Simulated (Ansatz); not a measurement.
The starting structures come from a database of crystals and need not be the phases stable at ambient conditions.

Tunnelling through a barrier is set by its complex band structure: the current falls as exp(−2κd) with the smallest κ.

Given:

```
CELL_PARAMETERS angstrom
      5.45260     0.00000     0.00000
     -1.39273     5.27173     0.00000
      0.63938     0.83024     4.59954
ATOMIC_POSITIONS crystal
  In 0.69223 0.30777 0.00000
  In 0.30777 0.69223 0.00000
  Si 0.78003 0.78003 0.41038
  Si 0.21997 0.21997 0.58962
  O  0.07887 0.39021 0.78132
  O  0.92113 0.60979 0.21868
  O  0.60979 0.92113 0.21868
  O  0.39021 0.07887 0.78132
  O  0.00000 0.00000 0.50000
  O  0.38975 0.38975 0.28308
  O  0.61025 0.61025 0.71692
```

Space group of this cell: C2/m. The cell is taken as given.

Transport runs along the normal of the first two printed cell vectors.

The gap is the functional's own, uncorrected, and κ follows it; spin-orbit coupling is left out. Mid-gap values are interpolated between the computed energies.

### Question
Estimate the band gap and the smallest decay constant κ at mid-gap that r2SCAN (Ansatz, a program for electronic structure) returns for this system.

### Answer
Gap 3.61 eV on a 6×6×8 mesh; κ = 0.329 1/Å, at the zone centre.
